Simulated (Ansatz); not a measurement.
Partial pair distribution functions of a relaxed model of amorphous Ga24O39La2, broadened by 0.06 Å; density 5.16 g/cm³. Method: PBE, scalar-relativistic without spin-orbit coupling (plane waves to 420 eV, PAW; Ansatz, a quantum-chemistry and plane-wave program).

Preparation: random packing, a CHGNet melt and quench, and a DFT relaxation. O atoms were pushed apart under 1.9 Å during the dynamics, to hinder bonds among them. The hot cell started wider than the set density and was brought back towards it in steps. It is the lowest in DFT energy of 2 quenches. It is a model cell: composition and starting density were chosen by hand, and all elements were melted together. No dispersion term was used. Its density started from a set value of 5.16 and ended at 5.16 g/cm³. Cooling (nominally 220 K/ps over its main leg) ran many orders faster than in experiment, which tends to leave more defects and strain. One small periodic cell is one sample of the glass; other quenches scatter about these values. The volume was held where the preparation left it and the shape relaxed, at a PBE pressure of 2.5 GPa. Stress components on the final sampling reach 2.6 GPa.

| r (Å) | g Ga-O | g O-La | g Ga-Ga | g O-O |
|---|---|---|---|---|
| 1.60 | 0.00 | 0.00 | 0.00 | 0.00 |
| 1.70 | 0.42 | 0.00 | 0.00 | 0.00 |
| 1.80 | 5.31 | 0.00 | 0.00 | 0.00 |
| 1.90 | 9.60 | 0.00 | 0.00 | 0.00 |
| 2.00 | 3.94 | 0.00 | 0.00 | 0.00 |
| 2.10 | 0.98 | 0.03 | 0.00 | 0.00 |
| 2.20 | 0.27 | 1.11 | 0.00 | 0.00 |
| 2.30 | 0.04 | 4.13 | 0.00 | 0.00 |
| 2.40 | 0.00 | 5.65 | 0.00 | 0.09 |
| 2.50 | 0.06 | 2.47 | 0.00 | 0.80 |
| 2.60 | 0.13 | 0.41 | 0.01 | 1.26 |
| 2.70 | 0.13 | 0.75 | 0.17 | 1.43 |
| 2.80 | 0.14 | 0.12 | 0.75 | 2.38 |
| 2.90 | 0.21 | 0.05 | 1.57 | 2.64 |
| 3.00 | 0.38 | 0.57 | 1.72 | 2.74 |
| 3.10 | 0.54 | 0.82 | 2.08 | 2.38 |
| 3.20 | 0.59 | 0.64 | 3.13 | 2.07 |
| 3.30 | 0.66 | 0.84 | 3.63 | 1.45 |
| 3.40 | 1.03 | 0.96 | 2.50 | 1.14 |
| 3.50 | 0.97 | 0.63 | 1.74 | 0.98 |
| 3.60 | 1.13 | 1.01 | 1.05 | 0.62 |
| 3.70 | 1.08 | 0.46 | 1.07 | 0.34 |
| 3.80 | 1.11 | 0.22 | 0.73 | 0.47 |
| 3.90 | 1.12 | 1.48 | 0.21 | 0.55 |
| 4.00 | 1.01 | 1.66 | 0.37 | 0.67 |
| 4.10 | 1.15 | 0.57 | 0.70 | 0.64 |
| 4.20 | 1.46 | 0.86 | 0.61 | 0.58 |
| 4.30 | 1.55 | 1.46 | 0.67 | 0.47 |
| 4.40 | 1.59 | 0.66 | 0.88 | 0.64 |
| 4.50 | 1.56 | 0.11 | 0.86 | 0.78 |

Within 2.32 Å each Ga has 4.42 O neighbours on average.
